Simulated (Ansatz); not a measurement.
Consider Ta in the bcc (W type) structure (space group Im-3m, No. 229; a = 3.282 Å; relaxed with 0.1 eV smearing). Axes: x, y, z lie along the cube axes.

The values are results of DFT with PBEsol, PAW potentials and a 420 eV plane-wave cutoff in Ansatz (a program for electronic structure), scalar-relativistic without spin-orbit coupling, not measurements.

It is then changed as follows: tensor shear ε_xy = +1.14 % (engineering shear γ = 0.0228); the atoms relax in the strained cell.

Task: Predict the stress tensor and what it implies for the stiffness.

Result: Stress of the strained cell less that of the base (GPa, compression positive):
```
    0.0    -1.7     0.0
   -1.7     0.0     0.0
    0.0     0.0     0.1
```

Then −Δσ/γ with γ = 2ε = 0.0228 gives relaxed-ion elastic constants: C66 ≈ 74 GPa.

Whether these cells are dynamically stable was not tested. The final runs are not spin-polarised.
